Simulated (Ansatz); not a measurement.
CO on the 1x1 (100) surface of fcc Cu, one in a 2x2 cell: adsorption energies (eV for each) against CO(g) in Ansatz (plane waves, PAW). Structures relaxed with PBE; the other functionals are single points on them, with slab and gas at the same level. No dispersion, zero-point or thermal terms. Rows are starts at which the adsorbate stayed.

Set-up: 18 atoms, 5.3 Å thick at the start under the adsorbate (thin: gaps and levels are the slab's own); mesh 6x6x1; 0.1 eV smearing; dipole correction on; 8 atoms held, the rest relaxed; each run with such symmetry as its start has; no spin, no spin-orbit, no U, no dispersion correction.

```tsv
site	PBE	RPBE	r2SCAN
top Cu	-0.83	-0.56	-0.97
hollow Cu-Cu-Cu-Cu over Cu at depth 1.8 Å	-0.79	-0.42	-0.91
bridge Cu-Cu (span 2.6 Å)	-0.86	-0.53	-0.97
```

RPBE moves the energies by 0.32 eV on average against PBE and puts 'top Cu' lowest, where PBE prefers 'bridge Cu-Cu (span 2.6 Å)'. r2SCAN moves the energies by -0.12 eV on average against PBE and the two lowest sites lie within 0.02 eV at one of the levels.

Ansatz is a first-principles code.
